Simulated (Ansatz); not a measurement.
The parent structure is Ga2O3 (space group C2/m, No. 12; a = 12.456 Å, b = 3.083 Å, c = 5.877 Å, α = γ = 90.00°, β = 103.70°).

(Cell as relaxed with PBE.)

Levels (all Ansatz, an electronic-structure program, PAW, earlier PAW set): PBE (420 eV, scalar-relativistic without spin-orbit coupling); r2SCAN (500 eV, no spin-orbit coupling).

Each level relaxes its own structure.

```csv
quantity,PBE,r2SCAN
volume per atom,10.96 Å³,?
space group,C2/m (No. 12),?
band gap,2.01 eV,?
gap character,"indirect, k = (0.455, -0.455, -1/2) in the run's primitive reciprocal basis → Γ",?
```

Q: Predict the r2SCAN column.

A: 
- volume per atom, r2SCAN: 10.50 Å³
- space group, r2SCAN: C2/m (No. 12)
- band gap, r2SCAN: 3.03 eV
- gap character, r2SCAN: indirect, k = (0.455, -0.455, -1/2) in the run's primitive reciprocal basis → Γ

PBE's volume per atom lies 0.46 Å³ above r2SCAN's (4.4 %); PBE's band gap lies 1.02 eV below r2SCAN's; the two agree on the space group and gap character. Neither level is exact; r2SCAN is the comparison here, not a measurement.

Stability against distortions was not tested.
